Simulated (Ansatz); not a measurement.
For SiO (model structure, Pnma, No. 62, 8 atoms in the cell), LDA in Ansatz (plane waves, PAW) gives:

- bulk modulus B0 = 101 GPa
- cohesive energy = 6.29 eV/atom

### Question
What does PBE (plane waves, PAW; Ansatz, a quantum-chemistry and plane-wave program) give for the same quantities?

### Answer

- bulk modulus: 77.9 GPa (falls by 23 %)
- cohesive energy: 5.21 eV/atom (shrinks by 1.08 eV/atom)

Changes are worked out from the printed values.

Unless a cell is named, each level is at its own relaxed cell (LDA 11.45, PBE 12.24 Å³/atom).

Caveats: the bulk modulus is −V dP/dV from two relaxed cells at ±2 % in volume (LDA, PBE). Ansatz's density-functional and Hartree–Fock values are scalar-relativistic unless marked +SOC, with PAW data made under PBE.

A model structure was made by putting elements into a prototype or built by hand; it is no filed structure, need not be a known phase, and can be a saddle point held by its symmetry.
